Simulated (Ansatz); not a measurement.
Ansatz (a first-principles code) run on SiTe2 (P-3m1, 3 atoms in the cell): self-consistent single point.

Level of theory: LDA (PW92), PAW files made with PBE (plane waves; Ansatz).

```
CELL_PARAMETERS angstrom
      3.79211     0.00000     0.00000
     -1.89605     3.28406     0.00000
      0.00000     0.00000     7.06352
ATOMIC_POSITIONS crystal
  Si 0.00000 0.00000 0.00000
  Te 0.33333 0.66667 0.77341
  Te 0.66667 0.33333 0.22659
```

Reference input (self-consistent single point, DFT, PBEsol, plane waves, PAW files made with PBE): kpoints.mp_grid.grid = 8 8 4; hamiltonian.xc = pbesol; hamiltonian.pseudopotentials = {kind: paw} (an earlier, softer set of the program's PAW files); scf.occupations.method = gaussian; scf.occupations.width = 0.272 eV. This run's input differs from it in these lines:

Ansatz 0.2 input:
```diff
@@ -13,3 +13,3 @@
 hamiltonian:
-  xc: pbesol
+  xc: lda
   pseudopotentials:
```

Log, with long lists cut:

```
SCF iter   1: F=—  HF=-14263.257316 eV  |F-HF|=—  |Δ(HF+E_count)|=         —  Δρ=2.01e-2  dr2=7.22e-1  ethr=3.10e-3  ⟨swp⟩=6.9  Hψ=4179  notcnv=0
all-band conjugate gradients solve this SCF's bands
preconditioner: auto → LDOS
SCF iter   2: F=—  HF=-14263.195230 eV  |F-HF|=—  |Δ(HF+E_count)|=   6.21e-2  Δρ=1.08e-2  dr2=4.48e-1  ethr=2.01e-3  ⟨swp⟩=4.0  Hψ=1932  notcnv=0
SCF iter   3: F=—  HF=-14263.107015 eV  |F-HF|=—  |Δ(HF+E_count)|=   8.82e-2  Δρ=3.72e-3  dr2=3.02e-2  ethr=1.25e-3  ⟨swp⟩=3.1  Hψ=1583  notcnv=0
SCF iter   4: F=—  HF=-14263.100188 eV  |F-HF|=—  |Δ(HF+E_count)|=   6.83e-3  Δρ=4.79e-4  dr2=5.35e-4  ethr=8.39e-5  ⟨swp⟩=2.6  Hψ=1624  notcnv=0
SCF iter   5: F=—  HF=-14263.100105 eV  |F-HF|=—  |Δ(HF+E_count)|=   8.28e-5  Δρ=9.83e-5  dr2=8.65e-6  ethr=1.49e-6  ⟨swp⟩=2.2  Hψ=1011  notcnv=0
SCF iter   6: F=—  HF=-14263.100104 eV  |F-HF|=—  |Δ(HF+E_count)|=   1.60e-6  Δρ=2.04e-5  dr2=2.52e-7  ethr=2.40e-8  ⟨swp⟩=2.0  Hψ=1412  notcnv=0
SCF iter   7: F=-14263.100103 eV  HF=-14263.100103 eV  |F-HF|=1.98e-10  |Δ(HF+E_count)|=   3.51e-8  Δρ=3.76e-6  dr2=8.57e-9  ethr=2.78e-10  ⟨swp⟩=7.5  Hψ=4034  notcnv=0
SCF 1 converged in 7 iterations: F = -14263.100103 eV  dr2 = 8.57e-9
Free energy (F): -14263.100103 eV
Internal energy: -14263.055230 eV  (E = F + TS)
E sigma→0 (E₀):  -14263.077667 eV
Entropy (-TS):   -0.044873 eV (-14.958 meV/atom)
Fermi energy:    7.567588 eV
--- Forces (eV/Å), atoms counted from 1 ---
  atom   1  Si     0.00000000    -0.00000000     0.00000000
  atom   2  Te     0.00000000     0.00000000    -0.04413253
  atom   3  Te    -0.00000000    -0.00000000     0.04413253
--- Stress (GPa, compression-positive) ---
       -2.809859      -0.000000      -0.000000
       -0.000000      -2.809859      -0.000000
       -0.000000      -0.000000      -0.914680
  P = ⅓ Tr σ = -2.1781 GPa (-21.781 kbar)
  The stress holds the Pulay correction. Without it, at fixed plane waves, as pw.x and ABINIT print it: P = -2.2137 GPa
```

The run converged in 7 iterations. Against the reference run the pressure goes from -1.16 to -2.18 GPa and the largest force goes from 0.126 to 0.044 eV/Å.

The starting cell comes from a database of computed structures (which also holds hypothetical and non-ambient phases and stackings), without a prior relaxation at this level. Its lattice was rescaled by a random factor within 2.5 % of one. Spin-orbit coupling is off. Ansatz's pressure includes its estimate of the finite-basis (Pulay) stress. The run gives no clean gap (levels at the Fermi energy touch, overlap or are partly filled at this smearing), which alone does not show that the compound is a metal.
